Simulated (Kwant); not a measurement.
Model system: wire with a row of barriers in a In0.53Ga0.47As two-dimensional gas. Effective mass 0.041 mₑ, grid spacing 2.5 nm, hard walls, nominal width 60 nm (23 grid rows, so walls 60 nm apart), one parabolic valley, scattering region 250 nm long along x; energies count from the band bottom; Fermi energy swept from 0.0020381 to 0.024202 eV. 4 barrier(s) across the wire, height 0.14 eV, thickness 10 nm (about 4 grid columns), spaced by 30 nm.

Constants are typed, rounded textbook-type inputs, not results; the design itself was drawn at random and stands for no fabricated device.

Computed with Kwant: effective-mass tight-binding model on a square grid, one spin, coherent transport at 0 K. Conductance is in e²/h.

**Question.** How many channels do the leads carry at E = 15.0 meV?

**Answer.** The hard-wall thresholds are n² ħ²π²/(2mW²) = n² × 2.55 meV with W = 60 nm. √(15.0/2.55) = 2.43, so 2.
